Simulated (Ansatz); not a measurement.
The starting structures come from a database of crystals and need not be the phases stable at ambient conditions.

Evanescent states of ScTlS₂ (P6_3/mmc, not sure to be the ambient phase, 8 atoms a cell, 22.5 Å³ an atom) along the normal of (100)

Level of theory: PBEsol (plane waves, PAW; Ansatz, an electronic-structure program).

The gap is the functional's own, uncorrected, and κ follows it; spin-orbit coupling is left out. Mid-gap values are interpolated between the computed energies.

Energies count from the valence-band top; κ is the least over a 8×2 mesh across the current.

```tsv
E (eV)	κ (1/Å)	where
0.03	0.077	Γ
0.09	0.136	Γ
0.15	0.178	Γ
0.21	0.199	Γ
0.27	0.202	Γ
0.33	0.204	Γ
0.39	0.206	Γ
0.45	0.200	off Γ
0.51	0.187	off Γ
0.57	0.174	off Γ
0.63	0.158	off Γ
0.69	0.135	off Γ
0.75	0.094	off Γ
```

### Question
How thick must the barrier be to attenuate the transmission by 10^8 when the electrodes' Fermi level lies at 0.09 eV, and what attenuation does that film give at 0.03 eV?

### Answer
d = 8 ln 10 / (2 × 0.136) = 67.7 Å. At 0.03 eV it gives 8 × 0.077/0.136 = 4.5 decades.
